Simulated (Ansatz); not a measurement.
**AlN, response to strain**

The reference is AlN in the rock salt structure (space group Fm-3m, No. 225; a model cell, its experimental status unchecked).

```
AlN
1.0
    0.00000     2.02262     2.02262
    2.02262     0.00000     2.02262
    2.02262     2.02262     0.00000
Al N
1 1
Direct
  0.50000   0.50000   0.50000
  0.00000   0.00000   0.00000
```

Cartesian axes are those of the cell as printed.

Strains are applied to the cell and any free atomic positions relax; under biaxial strain the out-of-plane vector relaxes too; under stress the whole cell relaxes.

Level of theory: Kohn–Sham DFT with the PBEsol functional, run in Ansatz (a quantum-chemistry and plane-wave program) with PAW and 420 eV plane waves, no SOC.

Notes on the quantities. energy relative to the base: free energy F.

```json
[
 {"change": "base", "electron mass": "0.58 mₑ along k, 0.33 mₑ across (at X)", "band gap": "4.55 eV", "hole mass": "–", "energy relative to the base": "0 meV/atom"},
 {"change": "biaxial strain −0.95 %, plane normal [001], relaxed out of plane", "electron mass": "0.58 mₑ along k, 0.34 mₑ across (at X)", "band gap": "4.53 eV", "hole mass": "0.32 mₑ out of plane, 0.91 mₑ in plane (at Γ)", "energy relative to the base": "+2.4 meV/atom"},
 {"change": "uniaxial stress, 5 GPa tension along x", "electron mass": "0.57 mₑ along k, 0.33 mₑ across (at X)", "band gap": "4.34 eV", "hole mass": "0.31 mₑ along x, 0.93 mₑ across (at Γ)", "energy relative to the base": "+2.0 meV/atom"},
 {"change": "uniaxial stress, 2 GPa tension along z", "electron mass": "0.58 mₑ along k, 0.33 mₑ across (at X)", "band gap": "4.46 eV", "hole mass": "0.32 mₑ along z, 0.91 mₑ across (at Γ)", "energy relative to the base": "+0.3 meV/atom"}
]
```

Masses are band curvatures over ±0.01 Å⁻¹ around the edge. Along k means along the line from Γ to the band edge. Beyond what the load breaks, stability against distortions was not tested. The base started in Pnma and relaxed to Fm-3m at this level. This is not the structure that AlN has at room temperature and ambient pressure.
